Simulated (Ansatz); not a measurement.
Consider interstitial H in 2H silicon carbide, charge state -1. The step: a direct jump of one H atom; the atom moves 2.53 Å along (0.00, 0.00, -0.50) of the unit cell; the moving atom starts with neighbours 3 C at 2.21, 3 C at 2.25; 3 Si at 1.80 Å and ends with 3 C at 2.21, 3 C at 2.25; 3 Si at 1.80 Å. A PBE band in Ansatz (plane-wave PAW, the Γ point alone, 72 host sites, 32 SCF runs with any check of the saddle's order, static, no finite-size correction) gives a forward barrier of 2.28 eV. The saddle point's order was not checked, and it lies on a symmetry element of the cell, where a band can be held. The host's phase is taken as given; its stability against other phases was not computed. The charge state is imposed; whether it is stable for some Fermi level was not computed. Sites that were not tried may lie lower.

Single points at the band's start and saddle point can refine it. Rough cost of one point, in units of the band's mean SCF on the same machine:

```
Level                                                     Cost of one point
--------------------------------------------------------  -----------------
PBE, a 2×2×2 k-point mesh shifted by half a step along c            about 8
r2SCAN at 500 eV, the Γ point alone                                 about 4
```

### Question
Which of these move the barrier by more than 0.1 eV, and how far does each move it?

### Answer
PBE, a 2×2×2 k-point mesh shifted by half a step along c: +0.19 eV; r2SCAN at 500 eV, the Γ point alone: +0.22 eV. Each functional is compared with PBE at the same k-points.

Ansatz is a first-principles code.
